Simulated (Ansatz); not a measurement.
Output of an Ansatz run (abridged):

```
WARN ansatz: RAYON_NUM_THREADS=1 ignored (pool sized by the plan → 1); use --threads N
Pseudopotentials: kind: paw
Pseudopotential: Nb, paw, valence charge 13
Pseudopotential: Tc, paw, valence charge 15
Crystal: 2 atoms, lattice volume = 32.820 Å³
Basis set: ecut = 500 eV, 833 PW (Γ)
Bands: 18, of which v1, the nominal top of the filled ones, is band 14 counted from 1 (13 counted from 0)
Symmetry: 4 space group operations
Space group: Cmm2 (ITA 35), of the structure as read, at distance tolerance 3.2e-5 Å
k-points: 124 of 700 (time reversal used)
PAW frozen core: Nb, regenerated for the run's functional, and the local potential with it
PAW frozen core: Tc, regenerated for the run's functional, and the local potential with it
Initial density: superposition of atomic densities (chi_scale 0.1, normalization cell, long waves kept (reshape's long-wave potential 0.00 eV rms))
Initial wavefunctions: pseudopotential atomic-orbital guess
Eigensolver: davidson
Functional: x = slater, c = lda
SCF iter   1: F=—  HF=-9724.893281 eV  |F-HF|=—  |Δ(HF+E_count)|=         —  Δρ=8.02e-2  dr2=2.79e0  ethr=3.10e-3  ⟨swp⟩=5.0  Hψ=9116  notcnv=0
all-band conjugate gradients solve this SCF's bands
preconditioner: auto → none
SCF iter   2: F=—  HF=-9724.364810 eV  |F-HF|=—  |Δ(HF+E_count)|=   5.28e-1  Δρ=5.24e-2  dr2=1.66e0  ethr=3.10e-3  ⟨swp⟩=2.5  Hψ=4559  notcnv=0  defer=17
SCF iter   3: F=—  HF=-9724.032300 eV  |F-HF|=—  |Δ(HF+E_count)|=   3.33e-1  Δρ=8.99e-3  dr2=1.99e-2  ethr=3.10e-3  ⟨swp⟩=2.1  Hψ=3519  notcnv=0  defer=17
SCF iter   4: F=—  HF=-9724.032098 eV  |F-HF|=—  |Δ(HF+E_count)|=   2.02e-4  Δρ=4.19e-3  dr2=1.71e-2  ethr=7.11e-5  ⟨swp⟩=2.2  Hψ=4516  notcnv=0  defer=17
SCF iter   5: F=—  HF=-9724.028764 eV  |F-HF|=—  |Δ(HF+E_count)|=   3.33e-3  Δρ=1.78e-3  dr2=2.63e-3  ethr=6.12e-5  ⟨swp⟩=2.0  Hψ=3176  notcnv=0  defer=14
SCF iter   6: F=—  HF=-9724.028137 eV  |F-HF|=—  |Δ(HF+E_count)|=   6.27e-4  Δρ=5.23e-4  dr2=5.05e-5  ethr=9.39e-6  ⟨swp⟩=2.0  Hψ=3015  notcnv=0  defer=14
SCF iter   7: F=—  HF=-9724.028134 eV  |F-HF|=—  |Δ(HF+E_count)|=   3.34e-6  Δρ=1.36e-4  dr2=1.70e-6  ethr=1.81e-7  ⟨swp⟩=2.4  Hψ=3677  notcnv=0  defer=14
SCF iter   8: F=-9724.028134 eV  HF=-9724.028134 eV  |F-HF|=2.77e-8  |Δ(HF+E_count)|=   7.44e-7  Δρ=2.88e-5  dr2=6.36e-8  ethr=3.57e-10  ⟨swp⟩=3.6  Hψ=8781  notcnv=0
SCF 1 converged in 8 iterations: F = -9724.028134 eV  dr2 = 6.36e-8
SCF converged after 8 iterations
Free energy (F): -9724.028134 eV
Harris-Foulkes:  -9724.028134 eV  (|F-HF|=2.77e-8)
Internal energy: -9724.017423 eV  (E = F + TS)
E sigma→0 (E₀):  -9724.022779 eV
Entropy (-TS):   -0.010711 eV (-5.356 meV/atom)
Fermi energy:    19.557562 eV
--- Per-component energies (eV) ---
  E_band       = -145.079470
  E_kinetic    = 1016.182961
  E_local      = -1971.725844  (includes V_loc(G=0)·N_el)
  E_nonlocal   = 416.398184
  E_hartree    = 567.546682
  E_xc         = -411.364121
  E_vxc        = -505.691040  (∫ρ·V_xc dr)
  E_paw        = -6128.639407  (= ΣΔE_a)
  E_vpaw       = -235.334265  (= ΣTr[D̂ρ^β])
  E_aug_tail   = 0.000009  (compensation charges beyond the density's cutoff)
  E_ewald      = -3213.353303
  E_core_change = 0.937415  (= ΣΔE_core)
  E_smearing   = -0.010711  (= −TS)
  E_closure    = -0.000000  (closes the sum)
  Σ components = -9724.028134   (vs F -9724.028134, Δ=0.00e0)
--- Forces (eV/Å), atoms counted from 1 ---
  atom   1  Nb     0.00000000     0.00000000    -0.39077421
  atom   2  Tc     0.00000000     0.00000000     0.39078240
  max |Σ_I F_I| component: 8.19e-6 eV/Å
--- Stress (GPa, compression-positive) ---
      -14.393169       0.000000       0.000000
        0.000000     -14.060250       0.000000
        0.000000       0.000000     -15.955597
  P = ⅓ Tr σ = -14.8030 GPa (-148.030 kbar)
  The stress holds the Pulay correction. Without it, at fixed plane waves, as pw.x and ABINIT print it: P = -14.8371 GPa
--- Band table (eV; the first three rows and the last of 124) ---
  k-point 0: bands = ["-47.2613", "-35.1747", "-19.3990", "-19.1359", "-18.9958", "-11.3055", "-10.7536", "-10.5412", "12.6355", "14.6132", "16.4460", "17.9740", "18.2733", "18.9383", "20.2149", "20.4290", "21.6032", "22.2292"]
  k-point 1: bands = ["-47.2612", "-35.1755", "-19.3910", "-19.1353", "-18.9958", "-11.3229", "-10.7561", "-10.5412", "12.8600", "14.6999", "16.5142", "18.1683", "18.3055", "18.8219", "20.0834", "20.1915", "21.1758", "22.1237"]
  k-point 2: bands = ["-47.2610", "-35.1774", "-19.3729", "-19.1339", "-18.9957", "-11.3619", "-10.7616", "-10.5410", "13.4745", "14.8896", "16.6948", "18.3081", "18.5360", "18.7111", "19.3080", "20.1396", "20.3243", "21.8680"]
  k-point 123: bands = ["-47.1583", "-34.9201", "-19.6391", "-19.3872", "-19.2506", "-11.8958", "-11.2898", "-11.1321", "15.3971", "15.8727", "15.9635", "17.1433", "18.0316", "19.2036", "20.1677", "21.1474", "22.0131", "25.2708"]
```

The structure:

```xyz
2
Lattice="1.6013 -2.3099 0.0000 1.6013 2.3099 0.0000 0.0000 0.0000 4.4365" Properties=species:S:1:pos:R:3 pbc="T T T"
Nb     0.0000     0.0000     0.0500
Tc     1.6013     0.0000     2.2183
```

### Question
What input produced this log?

### Answer
Other spellings and defaults could give the same log, and not every line can be read from it. The input that was run (DFT, LDA (PW92), plane waves, default PAW files made with PBE):

Ansatz 0.2 input:
```yaml
# NbTc
crystal:
  lattice:
    - [1.601302, -2.309882, 0.000000]
    - [1.601302, 2.309882, 0.000000]
    - [0.000000, 0.000000, 4.436542]
  atoms:
    - { symbol: Nb, position_ang: [0.000000, 0.000000, 0.050000] }
    - { symbol: Tc, position_ang: [1.601302, 0.000000, 2.218271] }
basis:
  ecutwfc: 500.0
kpoints:
  mp_grid: { grid: [10, 10, 7] }
hamiltonian:
  xc: lda
  pseudopotentials: { kind: paw }
scf:
  occupations: { method: gaussian, width: 0.1 }
output:
  forces: true
  eigenvalues: true
  stress: true
```

The starting cell comes from a database of computed structures (which also holds hypothetical and non-ambient phases and stackings), without a prior relaxation at this level. Its lattice was rescaled by up to half a per cent. One atom was moved a little off its site on purpose. Spin polarisation is off. With a pressure of about -15 GPa the cell is away from its equilibrium volume at this level. Ansatz's pressure includes its estimate of the finite-basis (Pulay) stress.

Ansatz is an electronic-structure program.
